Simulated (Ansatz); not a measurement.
# How the smallest direct gap on the k points sampled of InP (model structure, P3m1, No. 156, 20 atoms in the cell) moves with the method

No measured value is used here.

```
level (code)           value (eV)  cell (Å³/atom)
---------------------  ----------  --------------
LDA (Ansatz)                 0.60           24.72
PBEsol (Ansatz)              0.59           25.38
r²SCAN (Ansatz)              1.05           25.76
r²SCAN+rVV10 (Ansatz)        1.08           25.49
```

Computed values are for a static lattice. Levels without +SOC have no spin–orbit coupling; where heavier elements are present it shifts gaps, mostly down, and can invert bands.  Each level is taken at its own relaxed cell. Cutoffs differ between the levels. Ansatz's density-functional and Hartree–Fock values are scalar-relativistic unless marked +SOC, with PAW data made under PBE.

A model structure was made by putting elements into a prototype or built by hand; it is no filed structure, need not be a known phase, and can be a saddle point held by its symmetry.

Ansatz is a program for electronic structure.
